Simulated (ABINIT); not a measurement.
Worked example: self-consistent single point of NbSi2 (P6_222, 9 atoms in the cell) in ABINIT.

Computed with PBE, PAW (JTH v2.0 PBE PAW) (plane waves; ABINIT 10.0.3).

```xyz
9
Lattice="4.7490 0.0000 0.0000 -2.3745 4.1128 0.0000 0.0000 0.0000 6.5080" Properties=species:S:1:pos:R:3 pbc="T T T"
Nb    -1.1873     2.0564     1.0847
Nb     2.3745     0.0000     3.2540
Nb     1.1873     2.0564     5.4233
Si     2.3745     2.8119     3.2540
Si    -1.2479     3.4623     5.4233
Si     1.1266     0.6505     1.0847
Si     0.0000     1.3009     3.2540
Si     3.6224     0.6505     5.4233
Si     1.2479     3.4623     1.0847
```

Reference input (self-consistent single point, DFT, PBE, plane waves, PAW (JTH v2.0 PBE PAW)): pseudos = [Nb.GGA_PBE-JTH.xml, Si.GGA_PBE-JTH.xml]; ecut = 20 Ha; pawecutdg = 40 Ha; pawxcdev = 0; occopt = 6; tsmear = 0.00499791 Ha; ngkpt = 5 5 3; nshiftk = 1; shiftk = 0 0 0; potentials = JTH v2.0 PBE PAW; nband = 41; kptopt = 1. This run's input differs from it in these lines:

```diff
@@ -29,3 +29,3 @@
 kptopt 1
-ngkpt 5 5 3
+ngkpt 8 8 5
 nshiftk 1
```

The program printed (abridged):

```
--- !BeginCycle
solver: {iscf: 17, nstep: 80, nline: 4, wfoptalg: 10, }
tolerances: {toldfe: 1.00E-09, }
...

     iter   Etot(hartree)      deltaE(h)  residm     nres2
 ETOT  1  -196.30285055517    -1.963E+02 2.501E-01 2.805E+01
 ETOT  2  -196.68866321183    -3.858E-01 4.887E-02 5.345E+00
 ETOT  3  -196.68911478626    -4.516E-04 1.409E-02 7.931E-01
 ETOT  4  -196.68995243042    -8.376E-04 5.223E-03 4.488E-02
 ETOT  5  -196.69043734772    -4.849E-04 2.918E-03 1.140E-02
   [... 17 lines left out ...]
 ETOT 23  -196.69078906471    -2.610E-09 6.625E-05 7.632E-10
 ETOT 24  -196.69078906618    -1.472E-09 5.431E-05 2.651E-09
 ETOT 25  -196.69078906701    -8.309E-10 3.851E-05 8.522E-10
 ETOT 26  -196.69078906748    -4.656E-10 3.065E-05 1.199E-09
 At SCF step   26, etot is converged :
  for the second time, diff in etot=  4.656E-10 < toldfe=  1.000E-09

 Cartesian components of stress tensor (hartree/bohr^3)
  sigma(1 1)= -2.48495934E-04  sigma(3 2)=  0.00000000E+00
  sigma(2 2)= -2.48495934E-04  sigma(3 1)=  0.00000000E+00
  sigma(3 3)= -3.15950927E-04  sigma(2 1)= -3.03212613E-14

 ----iterations are completed or convergence reached----

 reduced coordinates (array xred) for    9 atoms
      -0.000000000002      0.499999999996      0.166666666667
       0.499999999998     -0.000000000004      0.500000000000
       0.499999999998      0.499999999996      0.833333333333
       0.841844999997      0.683689999994      0.500000000000
       0.158154999999      0.841844999995      0.833333333333
       0.316310000000      0.158154999997      0.166666666667
   [... lines left out ...]
 Fermi (or HOMO) energy (hartree) =   0.46029   Average Vxc (hartree)=  -0.44774
 Fermi (or HOMO) energy (eV) =  12.52513   Average Vxc (eV)= -12.18370
   [... lines left out ...]
'-kT*entropy'       :  7.27332870440325E-05
total_energy        : -1.96690783813406E+02
total_energy_eV     : -5.35222842007086E+03
...

-Cartesian components of stress tensor (GPa)         [Pressure=  7.9725E+00 GPa]
- sigma(1 1)= -7.31100157E+00  sigma(3 2)=  0.00000000E+00
- sigma(2 2)= -7.31100157E+00  sigma(3 1)=  0.00000000E+00
- sigma(3 3)= -9.29559563E+00  sigma(2 1)= -8.92082156E-10

 Calculation completed.
```

The run converged in 26 iterations. Against the reference run the free energy drops by 6.0 meV/atom, the pressure stays near 7.97 GPa while the zz stress (positive for compression) goes from 8.41 to 9.30 GPa and the largest force goes from 0.083 to 0.119 eV/Å.

The starting cell comes from a database of computed structures (which also holds hypothetical and non-ambient phases and stackings), without a prior relaxation at this level. Its lattice was rescaled by a random factor within 2.5 % of one. Spin polarisation is off. With a pressure of about 8 GPa the cell is away from its equilibrium volume at this level.

Cost on one core of a shared machine: roughly 6 min.
